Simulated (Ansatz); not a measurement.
O vacancy (V_O) in beta Ga2O3 (start: the O(1) site; 120-site cell, 2×2×2 shifted sampling). Computed with PBE, PAW (plane waves to 420 eV; Ansatz, a program for electronic structure). Total energies of the localised charge states, counted from that of charge +2, and their image corrections (point charge with alignment); the host's valence-band maximum lies at 7.561 eV on the cells' energy zero and its gap is 2.01 eV.

| charge | moment (μB) | E − E(first) (eV) | correction (eV) |
|---|---|---|---|
| +2 | not spin-polarised | 0.000 | 0.339 |
| +1 | 1.0 | 9.201 | 0.074 |
| 0 | not spin-polarised | 17.733 | 0.003 |

Q: Derive the transition levels above the valence-band maximum and say which of them are thermodynamic.

A: A level is the Fermi energy at which two charges have equal formation energy: ε(q/q′) = [E(q′) + corr(q′) − E(q) − corr(q)] / (q − q′) − E_VBM.
ε(+2/+1) = [(9.201 + 0.074) − (0.000 + 0.339)] / 1 − 7.561 = 1.38 eV
ε(+1/0) = [(17.733 + 0.003) − (9.201 + 0.074)] / 1 − 7.561 = 0.90 eV
Charge +1 lies above the lower envelope where its neighbours cross, so the level that counts is ε(+2/0) = [(17.733 + 0.003) − (0.000 + 0.339)] / 2 − 7.561 = 1.14 eV.
Thermodynamic levels at least 0.1 eV inside the gap: (+2/0) at 1.14 eV. They hold to tenths of an eV in this cell. Charges with a result: +2, +1, 0, −1. Others weren't obtained, and one of them could lie lower, also by skipping a charge. At charge −1 the carrier sat in host band states, shallow at most. Flagged in the runs: a host whose relaxation on this sampling wasn't shown to rest.
